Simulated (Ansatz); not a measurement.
The starting structures come from a database of crystals and need not be the phases stable at ambient conditions.

 Where the default PAW files enter, the runs use the earlier of Ansatz's two default sets.

The decay constant κ of evanescent states in the gap governs leakage through a thin film.

```
CELL_PARAMETERS angstrom
      5.26130     0.00000     0.00000
     -2.06870     4.83754     0.00000
      0.00000     0.00000     6.33993
ATOMIC_POSITIONS crystal
  Mg 0.00000 0.00000 0.50000
  Mg 0.00000 0.00000 0.00000
  V  0.64345 0.35655 0.25000
  V  0.35655 0.64345 0.75000
  Cu 0.33355 0.66645 0.25000
  Cu 0.66645 0.33355 0.75000
  O  0.27036 0.22342 0.25000
  O  0.72964 0.77658 0.75000
  O  0.22342 0.27036 0.75000
  O  0.77658 0.72964 0.25000
  O  0.75988 0.24012 0.47110
  O  0.24012 0.75988 0.52890
  O  0.24012 0.75988 0.97110
  O  0.75988 0.24012 0.02890
```

Space group of this cell: Cmcm. The cell is taken as given; by r2SCAN its mean pressure is -8.9 GPa.

Transport runs along the normal of the first two printed cell vectors.

The gap is the functional's own, uncorrected, and κ follows it; spin-orbit coupling is left out. Mid-gap values are interpolated between the computed energies.

Task: Predict the band gap and the smallest decay constant κ at mid-gap from r2SCAN run with Ansatz (a program for electronic structure).

Result: Gap 1.22 eV on a 6×6×6 mesh; κ = 0.338 1/Å, at (0.500, 0.500) of the in-plane reciprocal vectors. At the zone centre, at the nearest computed energy, the slowest state has κ = 0.37 1/Å.
